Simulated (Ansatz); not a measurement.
## Hf under a change: pressure 9 GPa

Start from Hf in the hcp (Mg type) structure (space group P6_3/mmc, No. 194; a = 3.159 Å, c = 5.000 Å).

Modification: cell and atoms relaxed at a pressure of 9 GPa.

Level of theory: PBEsol in Ansatz (plane waves to 420 eV, PAW, no spin-orbit coupling). k-mesh 17×17×9 (Γ-centred); smearing 0.05 eV (Fermi–Dirac).

```tsv
quantity	base	changed	shift
volume per atom	21.61 Å³	20.13 Å³	-1.472 Å³
density	13.72 g/cm³	14.72 g/cm³	+1.00 g/cm³
lattice parameter a	3.159 Å	3.082 Å	-0.077 Å
c/a ratio	1.583	1.588	+0.0056
shortest interatomic distance	3.095 Å	3.026 Å	-0.069 Å
enthalpy H = E + PV relative to the base's energy	–	+1.17 eV/atom	–
band gap	zero	zero	–
```

Final structure:

```yaml
crystal:
  lattice:
    - [3.08201, 0.00000, 0.00000]
    - [-1.54101, 2.66910, 0.00000]
    - [0.00000, 0.00000, 4.89513]
  atoms:
    - { symbol: Hf, position: [0.66667, 0.33333, 0.75000] }
    - { symbol: Hf, position: [0.33333, 0.66667, 0.25000] }
```

Load acts through the strain it causes; cell and atoms are relaxed under it. Whether these cells are dynamically stable was not tested. Competing high-pressure phases were not computed. All final runs are without spin polarisation.

Ansatz is a program for electronic structure.
